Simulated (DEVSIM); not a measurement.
Structure: Schottky contact on n-type GaAs, at 300 K.

| layer (left to right) | material | thickness (μm) | Nd (cm⁻³) | τn (s) | τp (s) |
|---|---|---|---|---|---|
| 1 | GaAs | 11.0 | 2.2e16 | 1.2e-9 | 1.2e-9 |

Left contact: Schottky, work function 5.07 eV, emission velocity 2.7e6 cm/s. Right contact: ohmic. Voltage is applied to the left contact. Recombination: SRH at mid-gap, radiative, Auger. Mobility is constant in doping.

Constants are typed, rounded textbook-type inputs, not results; the design itself was drawn at random and stands for no fabricated device. Values at 300 K; Nc and Nv go as T^1.5, mobilities as T to minus their exponent, the gap by Varshni's rule with the affinity fixed.

```
parameter             GaAs
----------------  --------
gap (eV)             1.424
affinity (eV)         4.07
permittivity          12.9
Nc (cm⁻³)           4.7e17
Nv (cm⁻³)             9e18
μn (cm²/Vs)           8500
μp (cm²/Vs)            400
T exponent of μn       2.1
T exponent of μp       2.2
B (cm³/s)            2e-10
Cn (cm⁶/s)           1e-30
Cp (cm⁶/s)           1e-30
Varshni α (eV/K)  0.000541
Varshni β (K)          204
```

Simulated with DEVSIM: 1D drift-diffusion, Boltzmann statistics, complete ionisation; no tunnelling, impact ionisation, image-force lowering or self-heating. Metal contacts follow the ideal Schottky-Mott rule: no Fermi-level pinning, no interface dipoles.

The temperature was swept, all else fixed.

| temperature (K) | dark forward voltage at 100 A/cm² (V) | dark forward voltage at 1 A/cm² (V) | potential step across the device at zero bias (V) |
|---|---|---|---|
| 250 | 0.845 | 0.743 | 0.940 |
| 300 | 0.808 | 0.684 | 0.921 |
| 350 | 0.770 | 0.625 | 0.901 |
| 400 | ? | ? | 0.880 |
| 450 | 0.691 | 0.503 | 0.858 |
| 500 | 0.650 | 0.439 | 0.835 |

**Question.** Complete the blanks.

**Answer.** 
- 400, dark forward voltage at 100 A/cm² (V): 0.731
- 400, dark forward voltage at 1 A/cm² (V): 0.564
